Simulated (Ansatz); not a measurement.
Take MgO in the rock salt structure (space group Fm-3m, No. 225; a = 4.214 Å) as the base. Axes: x, y, z lie along the cube axes.

The values are results of PBEsol (Ansatz, a first-principles code), without spin-orbit coupling, not measurements.

One thing is altered: every lattice vector is shortened by 2.50 %; the atoms relax in the strained cell.

### Question
Predict the stress tensor and what it implies for the stiffness.

### Answer
Stress of the strained cell less that of the base (GPa, compression positive):
```
  13.99    0.00    0.00
   0.00   13.99    0.00
   0.00    0.00   13.99
```

Then B = −ΔP/(ΔV/V₀) with ΔV/V₀ = -0.0731 gives secant stiffness values (nonlinear terms included at this strain): B ≈ 191 GPa.

As a check, the harmonic strain energy −½ V₀ Δσ:ε is 31 meV/atom; the computed energy rise is 28 meV/atom.

No phonon test of stability was made.
